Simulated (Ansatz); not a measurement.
WC, pressure series

Base system: WC (space group P-6m2, No. 187; a = 2.9122 Å, c = 2.8362 Å).

Cell and atoms are relaxed at each pressure.

The values are results of r2SCAN (Ansatz, a quantum-chemistry and plane-wave program, PAW, spin-orbit coupling left out), not measurements.

```tsv
pressure (GPa)	volume per atom (Å³/atom)
-2	10.468
-1	?
0	10.415
0.3	10.407
0.7	10.397
1.5	10.377
3	10.339
5	10.289
10	10.171
```

Fit the third-order Birch–Murnaghan form P(V) = (3B₀/2)[(V₀/V)^(7/3) − (V₀/V)^(5/3)]·[1 + (3/4)(B₀′ − 4)((V₀/V)^(2/3) − 1)] (squares taken in P) to the rows shown and predict the withheld row.

Least squares on the printed values gives V₀ = 10.415 Å³/atom, B₀ = 401 GPa, B₀′ = 4.3; this predicts 10.441 Å³/atom, and the run gives 10.441 Å³/atom, in agreement.

Load acts through the strain it causes; cell and atoms are relaxed under it. Stability against distortions was not tested. Competing high-pressure phases were not computed. All final runs are without spin polarisation.
